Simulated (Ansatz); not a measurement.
Functionals compared on the (21-32) surface of hcp Sc in its 1x1 cell, outermost plane spacing 0.33 Å in the ideal cut, in Ansatz (plane waves, PAW). The structure was relaxed with PBE; the other rows are single points on it, each with its references at the same level. Cutoff 420 eV (500 eV for r2SCAN).

Set-up: 22 atoms, 10.4 Å thick at the start (thin: gaps and levels are the slab's own); mesh 7x5x1; 0.1 eV smearing; dipole correction on; all atoms relaxed; symmetry of the start imposed; no spin, no spin-orbit, no U. These notes are the PBE run's.

```
functional  surface energy (J/m²)  work function of the top face (eV)         rough cost of the single point
----------  ---------------------  ----------------------------------  -------------------------------------
PBE                          1.35                                3.16                                      –
LDA                    (withheld)                          (withheld)                 roughly 8 core-minutes
PBEsol                       1.46                                3.20  about 7 core-minutes (a rough figure)
RPBE                         1.26                                3.06            very roughly 7 core-minutes
r2SCAN                       1.45                                3.18         around 16 core-minutes (rough)
```

Complete the blanks.


- LDA, surface energy (J/m²): 1.50
- LDA, work function of the top face (eV): 3.32

Ansatz is a quantum-chemistry and plane-wave program.
